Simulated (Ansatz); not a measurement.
The starting structures come from a database of crystals and need not be the phases stable at ambient conditions.

The decay constant κ of evanescent states in the gap governs leakage through a thin film.

Consider the following.

```
SnO2
1.0
    3.20750     0.00000     0.00000
    0.00000     4.76482     0.00000
    0.00000     0.00000     4.62188
Sn O
2 4
Direct
  0.50000   0.50000   0.50000
  0.00000   0.00000   0.00000
  0.50000   0.80597   0.19403
  0.50000   0.19403   0.80597
  0.00000   0.69403   0.69403
  0.00000   0.30597   0.30597
```

Space group of this cell: Pnnm. The cell is strained (lengths along the current scaled by 0.97, ions clamped); by r2SCAN its mean pressure is 5.4 GPa.

Transport runs along the normal of the first two printed cell vectors.

No gap correction and no spin-orbit coupling; mid-gap values are interpolated between computed energies.

Q: Estimate the band gap and the smallest decay constant κ at mid-gap that r2SCAN in Ansatz (a quantum-chemistry and plane-wave program) returns for this system.

A: Gap 2.03 eV on a 10×6×8 mesh; κ = 0.205 1/Å, at the zone centre.
